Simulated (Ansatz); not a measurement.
ZnCu2SnSe4 under a change: uniaxial strain ε_zz = −4.00 %

Base system: ZnCu2SnSe4 (space group I-4, No. 82; a = 5.764 Å, c = 11.526 Å). Axes: x, y, z lie along a, b, c of the conventional cell.

The change: the cell is compressed by 4.00 % along z with no lateral relaxation; the atoms relax in the strained cell.

Method: Ansatz (an electronic-structure program), PBE, PAW, cutoff 420 eV, spin-orbit coupling left out, earlier PAW set. Settings: 8×8×8 k-points, 0.05 eV Fermi–Dirac smearing.

| quantity | base | changed | shift |
|---|---|---|---|
| shortest interatomic distance | 2.433 Å | 2.400 Å | -0.033 Å |
| energy relative to the base (free energy F) | 0 meV/atom | +9.4 meV/atom | +9.4 meV/atom |
| pressure (mean of the normal stresses, compression positive) | 0.0 GPa | 2.5 GPa | +2.5 GPa |
| band gap (uncertain: the Fermi level lies in a band; the changed cell) | zero | 0.07 eV | – |
| stress (xx, yy, zz, yz, xz, xy; compression positive) (rough) | – | (2.1, 2.1, 3.2, 0.0, 0.0, 0.0) GPa | – |

Cost of the whole job for the changed cell (relaxation, final SCF and bands): very roughly 11 core-minutes.

Without a gap, meshes like the base's 8×8×8 leave anisotropic stresses uncertain by several tenths of a GPa, and small strain energies with them. Stability against distortions was not tested. All final runs are without spin polarisation. Gaps under 0.05 eV, about the width of the smearing, are given as zero. The zero or small gap of ZnCu2SnSe4 can change with the level of theory.
